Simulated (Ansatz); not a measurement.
Take ZnAu in the CsCl type structure (space group Pm-3m, No. 221; a = 3.1286 Å; relaxed with 0.1 eV smearing) as the base. Axes: x, y, z lie along the cube axes.

Method: Ansatz (an electronic-structure program) PBEsol, spin-orbit coupling left out.

Now apply this change: an isotropic linear strain of +1.00 %; the atoms relax in the strained cell.

**Question.** Predict the stress tensor and what it implies for the stiffness.

**Answer.** Stress of the strained cell less that of the base (GPa, compression positive):
```
   -3.9     0.0     0.0
    0.0    -3.9     0.0
    0.0     0.0    -3.9
```

Then B = −ΔP/(ΔV/V₀) with ΔV/V₀ = 0.0303 gives secant stiffness values (nonlinear terms included at this strain): B ≈ 130 GPa.

As a check, the harmonic strain energy −½ V₀ Δσ:ε is 5.6 meV/atom; the computed energy rise is 5.9 meV/atom.

No phonon test of stability was made.
